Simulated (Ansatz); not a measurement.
Input:

Host crystal: rock-salt MgO, with a band gap (PBE, scalar-relativistic without spin-orbit coupling).

End structure of W on the 1x1 (100) surface of rock-salt MgO (cut with top plane Mg + O), one in a 2x2 cell, started at the site 'top O':

```
CELL_PARAMETERS angstrom
      6.01553     0.00000     0.00000
      0.00000     6.01553     0.00000
      0.00000     0.00000    25.50000
ATOMIC_POSITIONS crystal
  Mg 0.25000 0.25000 0.37584
  Mg 0.25000 0.75000 0.37584
  Mg 0.75000 0.25000 0.37584
  Mg 0.75000 0.75000 0.37584
  O  0.00000 0.00000 0.37390
  O  0.00000 0.50000 0.37390
  O  0.50000 0.00000 0.37390
  O  0.50000 0.50000 0.37390
  Mg 0.00000 0.00000 0.45809
  Mg 0.00000 0.50000 0.45809
  Mg 0.50000 0.00000 0.45809
  Mg 0.50000 0.50000 0.45809
  O  0.25000 0.25000 0.45846
  O  0.25000 0.75000 0.45846
  O  0.75000 0.25000 0.45846
  O  0.75000 0.75000 0.45846
  Mg 0.25000 0.25000 0.54049
  Mg 0.25000 0.75000 0.54234
  Mg 0.75000 0.25000 0.54234
  Mg 0.75000 0.75000 0.54150
  O  0.00158 0.00158 0.54182
  O  0.00158 0.49842 0.54182
  O  0.49842 0.00158 0.54182
  O  0.49842 0.49842 0.54182
  Mg 0.99216 0.99216 0.62587
  Mg 0.99216 0.50784 0.62587
  Mg 0.50784 0.99216 0.62587
  Mg 0.50784 0.50784 0.62587
  O  0.25000 0.25000 0.63036
  O  0.25000 0.75000 0.62378
  O  0.75000 0.25000 0.62378
  O  0.75000 0.75000 0.62494
  W  0.25000 0.25000 0.70960
```

Slab: 33 atoms, 6.4 Å thick at the start under the adsorbate (thin: gaps and levels are the slab's own); k 3x3x1, smearing 0.01 eV, dipole-corrected; 16 atoms held, the rest relaxed; held to the start's symmetry, so lower structures may exist; spin-polarised, ending with about 4.0 μB a cell; orders that need a larger cell were not tried, no spin-orbit, no U, no dispersion correction. At the end it is bonded to 4 Mg + O. In PBE it is, or lies within 0.03 eV of, the lowest of the starts that converged.

A negative adsorption energy means that the adsorbate is more stable on the surface than in its reference.

Q: What is the computed change of the step from the bottom to the top vacuum level, against the clean slab (Ansatz (an electronic-structure program) with PBE)?

A: 1.07 eV

Q: What is the computed adsorption energy against an atom of bcc W (PBE)?

A: 684 kJ/mol
